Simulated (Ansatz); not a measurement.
# Ag: response to strain

Take Ag in the fcc (Cu type) structure (space group Fm-3m, No. 225; a = 4.0538 Å; relaxed with 0.1 eV smearing) as the base. Axes: x, y, z lie along the cube axes.

Strains are applied to the cell and any free atomic positions relax; under biaxial strain the out-of-plane vector relaxes too.

Level of theory: PBEsol/PAW in Ansatz (a program for electronic structure), without spin-orbit coupling.

```csv
"biaxial strain, plane normal [001], relaxed out of plane (%)",out-of-plane strain (%)
0,0.00
0.5,-0.73
1,-1.48
1.5,?
2,-3.00
2.5,-3.78
3,-4.57
```

Question: Fit ε⊥ = −νε + γε² (strains in %) to the rows shown and predict the withheld row.

Answer: Least squares on the printed values gives ν = 1.45 (the biaxial Poisson response) and γ = -0.023 (largest residual 0.00 %); this predicts -2.23 %, and the run gives -2.23 %, in agreement.

Whether these cells are dynamically stable was not tested.
